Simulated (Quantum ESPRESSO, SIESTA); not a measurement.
**Equation of state of CsCl-type PdIn (space group 221): energy against volume (SIESTA, LDA)**

```xyz
2
Lattice="3.1236 0.0000 0.0000 0.0000 3.1236 0.0000 0.0000 0.0000 3.1236" Properties=species:S:1:pos:R:3 pbc="T T T"
In     1.5618     1.5618     1.5618
Pd     0.0000     0.0000     0.0000
```

Computed with SIESTA 5.4.2 with LDA PW92, numerical atomic orbitals DZP, PseudoDojo LDA standard norm-conserving potentials (rewritten from UPF to PSML). Settings: XC.functional = LDA; XC.authors = PW92; potentials = PseudoDojo LDA standard; PAO.BasisSize = DZP; PAO.EnergyShift = 0.01 Ry; MeshCutoff = 520 Ry; kgrid.MonkhorstPack = 18 18 18; OccupationFunction = FD; ElectronicTemperature = 580.23 K; MaxSCFIterations = 150; SCF.Mixer.Method = Broyden; SCF.Mixer.Weight = 0.1; SCF.Mixer.History = 6; SCF.DM.Tolerance = 1.0E-04. The cell above is the first row's. The rows scale it uniformly. In all rows fractional positions and the k mesh are held. E is the free energy at the stated smearing, counted from the lowest row.

```
V (Å^3/atom)  E (meV/atom)
------------  ------------
15.238               55.38
15.570               28.93
15.901               11.64
16.232                2.43
16.563                0.00
16.895                3.61
17.226               12.47
17.557               25.87
17.888                   ?
```

**Question.** Using the third-order Birch-Murnaghan form, a cubic in V^(-2/3), estimate the missing E at V = 17.888 from the other rows, showing the fit.

**Answer.** With u = V^(-2/3) - 0.155, the rows have u = 0.007698, 0.005377, 0.003143, 0.000986, -0.001099, -0.003122, -0.005074, -0.006964. Least squares gives E = 0.459 + 1224.88·u + 731911·u² + 4634702·u³. Residuals (row less fit): 0.005, 0.003, -0.043, 0.047, 0.009, -0.018, -0.012, 0.011; standard error 0.035 (degrees of freedom: 4). Its minimum lies at u = -0.000844, so V0 = (0.154156)^(-3/2) = 16.52. There d²E/du² = 1440000 and d³E/du³ = 2.781e7, so B0 = (4/9) × 16.52^(-7/3) × 1440000 × 0.160218 = 148 GPa (the last factor turns the table's units into GPa), and B0' = 4 + (2/3) × 0.154156 × (2.781e7)/1440000 = 6.0. The program's pressures in the fitted runs (not shown) pass through zero at V = 16.52, 0.01 % from this V0. At the withheld row, u = -0.008796, so E = 0.459 + 1224.88 × (-0.008796) + 731911 × (-0.008796)² + 4634702 × (-0.008796)³ = 43.159 meV/atom. The calculation gives 43.30 meV/atom, 0.141 meV/atom above the prediction (0.3 % of the range of E in the table). The row lies outside the fitted rows, so this is an extrapolation. From the scatter of the fitted rows alone, a prediction at this place has a standard error of 0.083 meV/atom, so the miss is 1.7 times that.

Carrying the step between the two nearest rows on in a straight line would have given 39.27, off by 4.03; series whose last step already gives the withheld value aren't shown. The scan was laid around a cell of about the measured size, scaled by a guess for this functional. The runs keep the symmetry of the cell, so they don't test it for distortions. A plane-wave scan with the same functional (Quantum ESPRESSO, GBRV) gives V0 = 16.59 Å^3/atom and B0 = 151 GPa; a Birch-Murnaghan fit to all rows here lies -0.4 % from it in V0 and -2 % in B0; the two differ in basis, and may differ in potentials and mesh. Spin polarisation is off. Values carry the incompleteness of an atom-centred basis. Cutoffs and mesh are single choices, not tested for convergence of this quantity. Series with a scatter that would blur these digits, or in which a gap closes, are not shown. Nor are scans whose minimum lies at an end fitted in this form.
